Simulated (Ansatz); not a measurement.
The starting structures come from a database of crystals and need not be the phases stable at ambient conditions.

 Where the default PAW files enter, the runs use the earlier of Ansatz's two default sets.

By PBEsol, the system below comes out a metal.

Data:

```
CELL_PARAMETERS angstrom
      2.77054     0.00000     0.00000
      0.00000     9.00227     0.00000
      1.38527     0.00000     2.44832
ATOMIC_POSITIONS crystal
  Al 0.00000 0.00000 0.00000
  Al 0.00000 0.50000 0.00000
  Al 0.33333 0.75000 0.33333
  Al 0.66667 0.25000 0.66667
```

Space group of this cell: Cmcm. The cell is strained (lengths across the current scaled by 0.98, ions clamped); by PBEsol its mean pressure is 5.8 GPa.

The current flows along the normal of the first two printed cell vectors. No spin-orbit coupling; the value is a mean over 0.1 eV about the Fermi level.

**Question.** Compute, with PBEsol in Ansatz (a first-principles code), the ballistic conductance per area.

**Answer.** 1.3 × 10¹⁵ S/m² for both spins.
